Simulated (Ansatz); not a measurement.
**MgSe: band gap against strain**

MgSe (rock salt, Fm-3m, 20.485 Å³/atom and stress up to 0.01 GPa in the relaxed cell, cube axes along x, y and z) under an engineering shear γ in the xy plane. r2SCAN in Ansatz, a plane-wave DFT program (PAW, default set), 500 eV, 10×10×10 Γ-centred mesh, Fermi-Dirac smearing 0.05 eV; ions are relaxed, or left where forces stay under 0.02 eV/Å, within the symmetry of each cell. Gaps are the smallest over the k-mesh and a band path, without spin-orbit coupling; in all rows the valence edge lies at Γ and the conduction edge at about 1.1 Å⁻¹ from Γ.

Here s stands for strain and Eg for gap.

```csv
strain (%),gap (eV)
0.00,2.48
0.58,2.45
1.14,2.42
1.72,2.38
4.00,?
```

Fit Eg of the 4 rows that show it with a straight line. Means: s 0.86000, Eg 2.433. About the means, the sum of products is -0.094400 and the sum of squares of s is 1.6360; the slope is their ratio. Least squares gives Eg = 2.482 - 0.0577·s. Residuals (row less fit): -0.002, 0.001, 0.004, -0.003; standard error 0.004 (degrees of freedom: 2). Over these rows the gap moves by -5.8 ± 0.3 eV per unit strain.

**Question.** What does the fit predict for Eg at s = 4.00, and how far is the calculated value from it?

**Answer.** Eg = 2.482 - 0.0577 × 4.00 = 2.251 eV. The calculation gives 2.23 eV, 0.021 eV below the prediction (8.4 % of the range of Eg in the table). The row lies outside the fitted rows, so this is an extrapolation. The scatter of the fitted rows lies at the last printed digit.

A polynomial of degree 2 through the 7 other runs of the series gives 2.23 there, so most of the miss is curvature that the fit leaves out. Spin-orbit coupling is left out, which can shift this property for MgSe. Rows are the converged runs of the series near zero and its far end, less any whose ions stayed unrelaxed beside relaxed ones; series whose fitted rows scatter by over a few per cent of the range, as at a crossing or softening among them, aren't shown in this form. Most that stay on the fit to the last digits aren't either.
